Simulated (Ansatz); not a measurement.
**How far PBE and r2SCAN part for hypothetical ReO3 type ScCl3, pressure −1 GPa**

The parent structure is ScCl3 in the ReO3 type structure (space group Pm-3m, No. 221; a = 4.987 Å; a hypothetical phase, not in the database extracts checked).

(Cell as relaxed with PBE.)

Levels (all Ansatz, a program for electronic structure, PAW): PBE (420 eV, spin-orbit coupling left out); r2SCAN (500 eV, spin-orbit coupling left out).

Each level relaxes its own structure.

```csv
base,PBE,r2SCAN
volume per atom,31.00 Å³,30.56 Å³
lattice parameter a,4.987 Å,4.963 Å
band gap,2.64 eV,3.05 eV
```

Now apply this change: a negative pressure, −1 GPa.

```csv
quantity,PBE,r2SCAN
band gap,2.60 eV,(withheld)
gap character,"indirect, R → Γ",(withheld)
smallest direct gap,3.15 eV,(withheld)
lattice parameter a,5.029 Å,(withheld)
```

### Question
Given the PBE results, estimate those of r2SCAN.

### Answer

- band gap, r2SCAN: 3.02 eV
- gap character, r2SCAN: indirect, R → Γ
- smallest direct gap, r2SCAN: 3.61 eV
- lattice parameter a, r2SCAN: 5.001 Å

PBE's band gap lies 0.42 eV below r2SCAN's; PBE's smallest direct gap lies 0.46 eV below r2SCAN's; PBE's lattice parameter a lies 0.028 Å above r2SCAN's (0.6 %); the two agree on the gap character. Neither level is exact; r2SCAN is the comparison here, not a measurement.

Load acts through the strain it causes; cell and atoms are relaxed under it. No phonon test of stability was made. All final runs are without spin polarisation.
